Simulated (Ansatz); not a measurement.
Base system: Zr in the hcp (Mg type) structure (space group P6_3/mmc, No. 194; a = 3.230 Å, c = 5.179 Å; relaxed with 0.1 eV smearing). Axes: x lies along a and z along c of the hexagonal cell.

All numbers come from PBE/PAW in Ansatz (an electronic-structure program), no SOC.

Strains are applied to the cell and any free atomic positions relax; under biaxial strain the out-of-plane vector relaxes too.

One change was made to it. Results:

The shortest interatomic distance rises by 0.007 Å, from 3.191 Å to 3.198 Å; the pressure (mean of the normal stresses, compression positive) goes from zero to 1.0 GPa.

Problem. Name the change that was made.
A) biaxial strain −1.00 %, plane normal [001], relaxed out of plane
B) biaxial strain −3.00 %, plane normal [001], relaxed out of plane
C) biaxial strain +1.00 %, plane normal [001], relaxed out of plane

Solution. A, biaxial strain −1.00 %, plane normal [001], relaxed out of plane. For comparison, the pressure in the other runs: biaxial strain −3.00 %, plane normal [001], relaxed out of plane gives 3.0 GPa; biaxial strain +1.00 %, plane normal [001], relaxed out of plane gives -1.0 GPa.

Stability against distortions was not tested. All final runs are without spin polarisation.
